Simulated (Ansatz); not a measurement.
## PbSe in the rock salt structure (space group Fm-3m, No. 225)

Space group Fm-3m (No. 225); a = 6.1780 Å, b = 6.1780 Å, c = 6.1780 Å, α = 90.00°, β = 90.00°, γ = 90.00°

| atom | site | symmetry | x | y | z |
|---|---|---|---|---|---|
| Pb | 4a | m-3m | 0.0000 | 0.0000 | 0.0000 |
| Se | 4b | m-3m | 0.5000 | 0.5000 | 0.5000 |
(The calculation used a cell of 2 atoms; values per cell refer to that cell.)

Computed with r2SCAN, PAW, 500 eV (Ansatz, a first-principles code; spin-orbit coupling left out). Settings: 9×9×9 k-points, 0.05 eV Fermi–Dirac smearing.

```json
{
 "volume_per_atom": "29.48 Å³",
 "density": "8.06 g/cm³",
 "band_gap": "0.67 eV, direct at L",
 "electron_mass": "0.19 mₑ along k, 0.14 mₑ across",
 "hole_mass": "0.24 mₑ along k, 0.11 mₑ across",
 "Lowest conduction-band minima above the VBM": "L along ⟨111⟩ 0.67 eV; a point along ⟨110⟩, about 0.6 Å⁻¹ from Γ 1.46 eV",
 "total_energy": "-8700.167 eV/atom (σ→0; compares only within this code and set-up)"
}
```

Spin-orbit coupling, missing from the scalar runs, can matter with Pb. Effective masses come from finite differences of ±0.01 Å⁻¹. Along k means along the line from Γ to the band edge. Whether these cells are dynamically stable was not tested.
